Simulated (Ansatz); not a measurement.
Total g(r) from a molecular-dynamics run [in the run: mean pressure -0.8 GPa against a target of 0; one k-point, which a denser mesh shifts by -0.2 GPa in pressure and 0.09 eV/Å in forces]. Computed with PBE (plane waves, PAW; Ansatz, an electronic-structure program).

(r (Å), g(r)): (1.02, 0.00); (1.14, 0.00); (1.26, 0.00); (1.38, 0.00); (1.50, 0.00); (1.62, 0.00); (1.74, 0.02); (1.86, 0.30); (1.98, 1.25); (2.10, 2.18); (2.22, 2.13); (2.34, 1.58); (2.46, 0.87); (2.58, 0.39); (2.70, 0.27); (2.82, 0.62); (2.94, 1.36); (3.06, 2.10); (3.18, 2.11); (3.30, 1.50); (3.42, 0.85); (3.54, 0.57); (3.66, 0.69); (3.78, 0.91); (3.90, 0.91); (4.02, 0.70); (4.14, 0.48); (4.26, 0.46); (4.38, 0.58)

**Question.** Which system gave this curve?
A) Si, liquid, 1554 K (supercooled)
B) Ru, liquid, 2571 K (supercooled)
C) TiC (rock salt; ideal stoichiometry), crystal, 2512 K
D) Mo, liquid, 2506 K (supercooled)

**Answer.** C, TiC (rock salt; ideal stoichiometry), crystal, 2512 K
